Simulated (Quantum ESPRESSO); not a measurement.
## Several settings converged on ZrAu (P4mm, 2 atoms in the cell)

```xyz
2
Lattice="3.1562 0.0000 0.0000 0.0000 3.1562 0.0000 0.0000 0.0000 3.9058" Properties=species:S:1:pos:R:3 pbc="T T T"
Zr     0.0000     0.0000     0.0500
Au     1.5781     1.5781     1.9529
```

Base method: PBEsol, GBRV 1.5 ultrasoft (PBESOL) pseudopotentials (plane waves; Quantum ESPRESSO).

Base settings: ecutwfc = 40 Ry; ecutrho = 320 Ry; occupations = smearing; smearing = gaussian; degauss = 0.0073499 Ry; potentials = {Zr: zr_pbesol_v1.uspp.F.UPF, Au: au_pbesol_v1.uspp.F.UPF}; K_POINTS = automatic 4 4 3 0 0 0; conv_thr = 1e-09 Ry.

The count of work is k-points × plane waves × bands × iterations; it is no time. Core times come from one kind of shared machine, to one figure; runs under 30 s give none.

**The cutoff for other potential files**

Level: DFT, PBEsol, plane waves, PSlibrary ultrasoft (PBE) pseudopotentials.

In this ladder: pseudopotentials = {Zr: Zr.pbe-spn-rrkjus_psl.1.0.0.UPF, Au: Au.pbe-n-rrkjus_psl.1.0.0.UPF}; input_dft = pbesol. Moved along: ecutrho.

The second cell is the first with its lattice scaled by 0.98.

The mesh stays at the base's, so the ladder's end is converged at best in this setting alone.

Only quantities that move along the ladder and can be compared are tabulated.

| ecutwfc | free energy less the last step's (meV/atom) | energy of the compressed cell less the first (meV/atom) | pressure (GPa) | largest difference of a force vector from the last step's (eV/Å) | count of work / last |
|---|---|---|---|---|---|
| 25 Ry | 555.61 | 6.51 | -19.61 | 0.004 | 0.100 |
| 30 Ry | 180.27 | 13.93 | -9.74 | 0.011 | 0.14 |
| 38 Ry | 33.51 | 8.68 | -4.34 | 0.001 | 0.19 |
| 47 Ry | 17.05 | 9.24 | -3.40 | 0.000 | 0.26 |
| 55 Ry | 11.46 | 9.22 | -3.44 | 0.000 | 0.36 |
| 66 Ry | 5.32 | 9.15 | -3.40 | 0.000 | 0.47 |
| 82 Ry | 1.52 | 9.11 | -3.29 | 0.000 | 0.64 |
| 110 Ry | 0.00 | 9.10 | -3.28 | 0.000 | 1.0 |

Coarsest ecutwfc that holds the free energy within 2 meV/atom: not settled: the last two steps still differ by 1.5 meV/atom, over half the tolerance, so the ladder does not show it.

Coarsest ecutwfc that holds the energy of the compressed cell less the first within 0.2 meV/atom of the last step, with all finer ones: 47 Ry, at 0.26 of the last step's count of work; the step before is off by 0.42 meV/atom.

Coarsest ecutwfc that holds the pressure within 0.2 GPa of the last step, with all finer ones: 47 Ry, at 0.26 of the last step's count of work; the step before is off by 1.1 GPa.

At the lowest cutoff the pressure lies 16.3 GPa under the last step's, the usual sign of Pulay stress in an incomplete plane-wave basis.

**The relaxed cell against the cutoff**

On ZrAu (P4/mmm, 2 atoms in the cell): atoms on their sites.

In this ladder: calculation = vc-relax; tprnfor = default; tstress = default. Moved along: ecutrho.

The mesh stays at the base's, so the ladder's end is converged at best in this setting alone.

Only quantities that move along the ladder and can be compared are tabulated.

```tsv
ecutwfc	relaxed volume (Å³/atom)	relaxation steps	core time / last (rough)
20 Ry	17.889	5	–
24 Ry	18.729	5	0.3
28 Ry	18.813	5	0.3
34 Ry	18.812	5	0.3
40 Ry	18.812	5	0.5
48 Ry	18.813	5	0.6
60 Ry	18.811	5	1
80 Ry	18.815	5	1
```

Coarsest ecutwfc that holds the relaxed volume within 0.038 Å³/atom of the last step, with all finer ones: 28 Ry, at about 0.3 of the last step's time; the step before is off by 0.086 Å³/atom.

At the lowest cutoff the cell relaxes to a volume 4.9 % smaller than at the highest.

On the base run: the starting cell comes from a database of computed structures (which also holds hypothetical and non-ambient phases and stackings), without a prior relaxation at this level. Its lattice was rescaled by up to half a per cent. One atom was moved a little off its site on purpose. Without a gap this mesh is coarse (it stands for a supercell whose shortest vector is 12 Å).
